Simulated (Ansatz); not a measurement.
**Effect of pressure −1 GPa on Pb**

Take Pb in the fcc (Cu type) structure (space group Fm-3m, No. 225; a = 5.0339 Å) as the base.

It is then changed as follows: a negative pressure, −1 GPa.

Computed with Kohn–Sham DFT with the PBE functional, run in Ansatz (a quantum-chemistry and plane-wave program) with PAW and 420 eV plane waves, without spin-orbit coupling. Settings: 16×16×16 k-points, 0.05 eV Fermi–Dirac smearing.

| quantity | base | changed | shift |
|---|---|---|---|
| volume per atom | 31.89 Å³ | 32.75 Å³ | +0.86 Å³ |
| density | 10.79 g/cm³ | 10.51 g/cm³ | -0.28 g/cm³ |
| shortest interatomic distance | 3.560 Å | 3.591 Å | +0.0317 Å |
| enthalpy H = E + PV relative to the base's energy | – | -0.20 eV/atom | – |
| band gap | zero | zero | – |

Final structure:

```
CELL_PARAMETERS angstrom
      0.00000     2.53938     2.53938
      2.53938     0.00000     2.53938
      2.53938     2.53938     0.00000
ATOMIC_POSITIONS crystal
  Pb 0.00000 0.00000 0.00000
```

Cost of the whole job for the changed cell (relaxation, final SCF and bands): roughly 5 core-seconds.

Load acts through the strain it causes; cell and atoms are relaxed under it. Stability against distortions was not tested.
